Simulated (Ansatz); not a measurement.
Base system: NiGe (space group Pnma, No. 62; a = 5.408 Å, b = 3.473 Å, c = 5.847 Å; non-magnetic). Axes: x, y, z lie along a, b, c of the conventional cell.

All numbers come from PBE, PAW, 420 eV (Ansatz, a first-principles code; no spin-orbit coupling), earlier PAW set.

Base values:

| Property | Result |
|---|---|
| Pressure | 0.0 GPa |
| Shortest interatomic distance | 2.354 Å |
| Band gap | zero |

The change: the cell is compressed by 1.02 % along z with no lateral relaxation; the atoms relax in the strained cell.

Question: What happens to the energy relative to the base, pressure, shortest interatomic distance and band gap?

Answer: The energy increases by 0.7 meV/atom; the pressure (mean of the normal stresses, compression positive) goes from zero to 1.3 GPa; the shortest interatomic distance decreases by 0.005 Å, from 2.354 Å to 2.349 Å; the band gap remains zero.

Without a gap, meshes like the base's 9×13×8 leave anisotropic stresses uncertain by several tenths of a GPa, and small strain energies with them. Whether these cells are dynamically stable was not tested. Seeded moments were not kept for the base. All final runs are without spin polarisation.
